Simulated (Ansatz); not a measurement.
Base system: YN in the rock salt structure (space group Fm-3m, No. 225; a = 4.8957 Å).

One thing is altered: an isotropic linear strain of +0.86 %; the atoms relax in the strained cell.

Levels (all Ansatz, a program for electronic structure, PAW): r2SCAN (500 eV, no spin-orbit coupling); HSE06+SOC (420 eV, with spin-orbit coupling).

The geometry is relaxed with r2SCAN.

| Property | Result |
|---|---|
| r2SCAN band gap | 0.62 eV |
| r2SCAN valence-band top at Γ | 0.00, 0.00, 0.00 eV |

With HSE06+SOC at the same geometry, the band gap rises by 0.493 eV (0.62 eV → 1.12 eV); the valence-band top at Γ (three highest Kramers pairs, from the VBM) becomes 0.00, 0.00, -0.07 eV (r2SCAN: 0.00, 0.00, 0.00 eV). The threefold valence maximum splits by Δso ≈ 0.07 eV.

Single points use the geometry relaxed with r2SCAN. HSE06 was sampled on its mesh, a few special points and the semilocal edge points, so its gap is an upper bound. The spin-orbit shifts are approximate. Whether these cells are dynamically stable was not tested.
